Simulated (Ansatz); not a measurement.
# Predicting a run: diamond-structure Si (Fd-3m), hydrostatic pressure (both signs)

Cell and atoms relaxed with r2SCAN to each stress σ (compression positive); gaps by r2SCAN with spin-orbit coupling, rigid bands (plane waves, PAW; Ansatz, a program for electronic structure). Unloaded cell: a = 3.8497 Å, b = 3.8497 Å, c = 3.8497 Å, α = 60.00°, β = 60.00°, γ = 60.00°.

```tsv
σ (GPa)	ln(V/V₀) (%)	gap (eV)
0	0	0.756
-2.00	2.17	0.794
2.00	-1.97	0.720
10.00	-8.61	0.592
```

Question: Fit E_g = 0.756 eV + aσ + bσ² and ε = cσ + dσ² to the loaded rows by least squares.

Answer: a = -0.0185 eV/GPa, b = 2.12e-04 eV/GPa²; c = -1.04 %/GPa, d = 0.0177 %/GPa².

Question: One run was withheld, at σ = 5.00 GPa. Predict its gap and its ln(V/V₀), then set them beside the run.

Answer: E_g = 0.756 + (-0.0185)(5.00) + (2.12e-04)(5.00)² = 0.669 eV and ε = (-1.04)(5.00) + (0.0177)(5.00)² = -4.76 %. The run gave 0.672 eV and -4.67 %, misses of 0.003 eV and 0.09 percentage points.

Gaps are resolved to about 0.01 eV; third decimals are kept for the arithmetic. Every relaxation keeps the diamond-structure phase (space group Fd-3m under this load), so a transition, a distortion that breaks the symmetry or fracture can't show.
